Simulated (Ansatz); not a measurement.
Structure of amorphous Hf$_{18}$O$_{33}$N$_{2}$ (periodic cell):

```xyz
53
Lattice="8.8043 0.0000 0.0000 0.0000 8.8043 0.0000 0.0000 0.0000 8.8043" Properties=species:S:1:pos:R:3 pbc="T T T"
Hf     6.8491     1.2712     5.1981
Hf     4.7855     3.1037     3.1157
Hf     4.4772     6.4538     5.1674
Hf     5.6620     8.3406     2.1888
Hf     1.1194     8.1700     6.9032
Hf     7.3931     4.1978     6.1694
Hf     4.6531     5.5124     8.4128
Hf     5.8952     8.4005     7.8475
Hf     6.7129     2.7193     0.2634
Hf     1.3067     4.7768     8.6444
Hf     0.0800     8.2920     1.1450
Hf     3.4974     2.4460     6.3970
Hf     1.6384     0.9084     4.0368
Hf     8.5665     3.4524     2.7544
Hf     1.7041     4.8688     5.4376
Hf     7.6096     7.1993     4.6357
Hf     2.4619     6.2863     2.6362
Hf     3.2134     1.4810     0.6263
O      8.1486     7.9691     7.9243
O      6.9232     0.6881     0.7284
O      6.6390     3.7077     2.3104
O      2.0409     2.8547     4.9520
O      2.5809     0.5551     5.8937
O      2.5652     3.0263     8.2152
O      4.3730     7.2941     3.2680
O      0.4551     4.0110     6.9619
O      8.6222     3.5615     0.6874
O      3.1692     1.8312     2.6625
O      0.3055     1.5548     2.5579
O      8.6350     5.7835     5.5053
O      1.6735     6.2770     7.3061
O      3.6362     4.6710     6.4230
O      0.7741     6.3747     1.1015
O      5.9514     1.1842     3.3038
O      4.6088     1.2869     7.6534
O      5.9176     6.7952     0.4607
O      4.4175     7.0469     7.1819
O      3.8406     4.8119     3.6046
O      7.9369     3.0071     4.6450
O      7.5248     7.5596     2.6553
O      3.1242     5.3335     0.8864
O      4.7977     2.8785     0.9781
O      2.4046     6.6787     4.7905
O      6.2313     4.3679     7.8714
O      4.3144     8.6399     0.7746
O      7.1217     2.0773     7.0691
O      1.5710     0.3278     8.6999
O      5.1357     2.6547     5.1815
O      6.2189     5.4575     5.0247
O      1.7052     8.2017     2.6196
O      1.0865     4.8786     3.3139
N      6.0891     8.1724     5.6358
N      8.7810     0.0524     5.1341
```

All values below come from PBE, scalar-relativistic without spin-orbit coupling (plane waves to 420 eV, PAW; Ansatz, a program for electronic structure).

A CHGNet melt-quench gave the starting glass, which DFT then relaxed. O and N atoms were pushed apart under 1.9 Å during the dynamics, to hinder bonds among them. The hot cell started wider than the set density and was brought back towards it in steps. It is the lowest in DFT energy of 2 quenches. It is a model cell: composition and starting density were chosen by hand, and all elements were melted together. No dispersion term was used. Its density started from a set value of 9.17 and ended at 9.17 g/cm³. The quench (nominally 300 K/ps over its main leg) was far faster than any real one, so the model tends to hold more defects than a real film. One small periodic cell is one sample of the glass; other quenches scatter about these values. The volume was held where the preparation left it, at a PBE pressure of 0.9 GPa. Stress components on the final sampling reach 3.3 GPa.

Neighbours within Hf-Hf 3.34 Å, Hf-O 2.60 Å, Hf-N 2.71 Å, O-O 1.58 Å, O-N 1.64 Å, N-N 1.70 Å count as bonded. Two cations that share two anions don't count as bonded, nor two that share one unless they lie closer than Hf-Hf 3.25 Å.

Give the coordination numbers, mean bond lengths and angles.


| Quantity | Result |
|---|---|
| Mean coordination of Hf by anions | 6.06 (4 with 5, 9 with 6, 5 with 7) |
| Mean coordination of O | 3.06 (31 with 3, 2 with 4) |
| Mean coordination of N | 4.00 (2 with 4) |
| Mean Hf-O bond | 2.131 Å (spread 0.109 Å, 101 counted) |
| Mean Hf-N bond | 2.194 Å (spread 0.107 Å, 8 counted) |
| Bond angle at Hf | mean 102.9°, spread 28.6° |
| Bond angle at O | mean 115.3°, spread 17.3° |
| Bond angle at N | mean 110.1°, spread 17.8° |

Which atoms depart from the most common coordination of their element?

Hf3 has 7 (O49 2.01 Å, O25 2.08 Å, O37 2.10 Å, O43 2.12 Å, O32 2.34 Å, O38 2.35 Å, N52 2.40 Å); Hf5 has 5 (O31 2.01 Å, O19 2.06 Å, O47 2.09 Å, O23 2.14 Å, N53 2.22 Å); Hf7 has 5 (O37 1.98 Å, O36 1.99 Å, O41 2.00 Å, O44 2.02 Å, O32 2.39 Å); Hf8 has 7 (O37 2.11 Å, O35 2.13 Å, O36 2.14 Å, N52 2.23 Å, O20 2.26 Å, O19 2.30 Å, O45 2.36 Å); Hf11 has 7 (O33 2.04 Å, O47 2.12 Å, O40 2.16 Å, O19 2.18 Å, O50 2.20 Å, O20 2.34 Å, O29 2.51 Å); Hf14 has 5 (O29 1.98 Å, O21 1.99 Å, O51 2.03 Å, O39 2.04 Å, O27 2.07 Å); Hf15 has 7 (O43 2.05 Å, O30 2.09 Å, O22 2.10 Å, O26 2.15 Å, O32 2.18 Å, O51 2.21 Å, O31 2.34 Å); Hf16 has 5 (O30 1.95 Å, O40 2.01 Å, N52 2.06 Å, N53 2.09 Å, O49 2.26 Å); Hf17 has 7 (O50 2.06 Å, O51 2.08 Å, O41 2.10 Å, O43 2.19 Å, O38 2.24 Å, O25 2.25 Å, O33 2.28 Å); O20 has 4 (Hf9 2.09 Å, Hf4 2.25 Å, Hf8 2.26 Å, Hf11 2.34 Å); O32 has 4 (Hf15 2.18 Å, Hf12 2.23 Å, Hf3 2.34 Å, Hf7 2.39 Å).

List the pairs of like atoms that count as bonded by the rules above.

There are none by these rules.
